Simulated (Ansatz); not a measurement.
## AlPO$_{4}$ (space group I-4, No. 82)

```cif
data_Al2O8P2
_chemical_formula_sum 'Al2 P2 O8'
_space_group_name_H-M_alt 'I-4'
_space_group_IT_number 82
_space_group_name_Hall 'I -4'
_cell_length_a 5.03442
_cell_length_b 5.03442
_cell_length_c 7.40758
_cell_angle_alpha 90.000
_cell_angle_beta 90.000
_cell_angle_gamma 90.000
loop_
_atom_site_label
_atom_site_type_symbol
_atom_site_symmetry_multiplicity
_atom_site_Wyckoff_symbol
_atom_site_fract_x
_atom_site_fract_y
_atom_site_fract_z
_atom_site_occupancy
Al1 Al 2 a 0.00000 0.00000 0.00000 1
P1 P 2 c 0.00000 0.50000 0.25000 1
O1 O 8 g 0.09822 0.26931 0.13221 1
```
(The calculation used a cell of 6 atoms; values per cell refer to that cell.)

The values are results of Kohn–Sham DFT with the PBEsol functional, run in Ansatz (a first-principles code) with PAW and 420 eV plane waves, spin-orbit coupling left out, not measurements. Γ-centred 9×9×9 mesh, Fermi–Dirac width 0.05 eV.

- Volume per atom: 15.65 Å³
- Density: 2.16 g/cm³
- Band gap: 5.76 eV, direct at Γ
- Electron mass: 0.56 mₑ
- Lowest conduction-band minima above the VBM: Γ 5.76 eV
- Total energy: -585.638 eV/atom (σ→0; compares only within this code and set-up)

Masses are band curvatures over ±0.01 Å⁻¹ around the edge. Stability against distortions was not tested.
